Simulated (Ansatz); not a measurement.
# CdTe: response to strain

Base system: CdTe in the zinc blende structure (space group F-43m, No. 216; a = 6.4887 Å).

Strains are applied to the cell and any free atomic positions relax.

Level of theory: PBEsol/PAW in Ansatz (a first-principles code), no spin-orbit coupling.

Notes on the quantities. energy relative to the base: free energy F.

```csv
isotropic strain (%),energy relative to the base (meV/atom)
-3,40.3
-2.5,27.5
-1.5,?
-1,4.2
0,0.0
0.5,0.9
2,14.6
2.5,22.4
3,31.8
```

Question: Fit ΔE = Aε² + Bε³ (ε in %) to the rows shown and predict the withheld row.

Answer: Least squares on the printed values gives A = 4.00 and B = -0.16 meV/atom (largest residual 0.1 meV/atom); this predicts 9.5 meV/atom, and the run gives 9.6 meV/atom, in agreement.

Stability against distortions was not tested.
